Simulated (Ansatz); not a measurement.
Ti3Al, response to strain

Start from Ti3Al (space group P6_3/mmc, No. 194; a = 5.747 Å, c = 4.632 Å). Axes: x lies along a and z along c of the hexagonal cell.

Strains are applied to the cell and any free atomic positions relax; under biaxial strain the out-of-plane vector relaxes too.

Computed with Ansatz (a quantum-chemistry and plane-wave program) r2SCAN, no spin-orbit coupling.

Candidates:
(a) uniaxial strain ε_yy = −1.37 %
(b) biaxial strain −4.07 %, plane normal [001], relaxed out of plane
(c) uniaxial strain ε_zz = −1.46 %
(d) isotropic strain −0.82 %

Notes on the quantities. energy relative to the base: free energy F.

Q: Order them by energy relative to the base, lowest first.

A: (a) uniaxial strain ε_yy = −1.37 % (+2.0 meV/atom), (c) uniaxial strain ε_zz = −1.46 % (+2.8 meV/atom), (d) isotropic strain −0.82 % (+3.9 meV/atom), (b) biaxial strain −4.07 %, plane normal [001], relaxed out of plane (+49 meV/atom)

No phonon test of stability was made. All final runs are without spin polarisation.
